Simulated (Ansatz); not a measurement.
Start from TiB2 (space group P6/mmm, No. 191; a = 2.9939 Å, c = 3.1595 Å). Axes: x lies along a and z along c of the hexagonal cell.

All numbers come from Ansatz (a first-principles code), LDA, PAW, cutoff 420 eV, spin-orbit coupling left out.

Strains are applied to the cell and any free atomic positions relax; under biaxial strain the out-of-plane vector relaxes too.

One change was made to it. Results:

The pressure (mean of the normal stresses, compression positive) goes from zero to -8.9 GPa; the volume per atom rises by 0.249 Å³, from 8.18 Å³ to 8.42 Å³; the band gap stays zero.

Question: Which of these changes matches the shifts?
A. biaxial strain +2.00 %, plane normal [001], relaxed out of plane
B. biaxial strain +0.50 %, plane normal [001], relaxed out of plane
C. biaxial strain +2.50 %, plane normal [001], relaxed out of plane

Answer: A, biaxial strain +2.00 %, plane normal [001], relaxed out of plane. For comparison, the pressure in the other runs: biaxial strain +0.50 %, plane normal [001], relaxed out of plane gives -2.3 GPa; biaxial strain +2.50 %, plane normal [001], relaxed out of plane gives -11.0 GPa.

A case with no gap was solved on a k-mesh chosen for an insulator, which is coarse for it. Without a gap, meshes like the base's 13×13×10 leave anisotropic stresses uncertain by several tenths of a GPa, and small strain energies with them. Whether these cells are dynamically stable was not tested. The final runs are not spin-polarised.
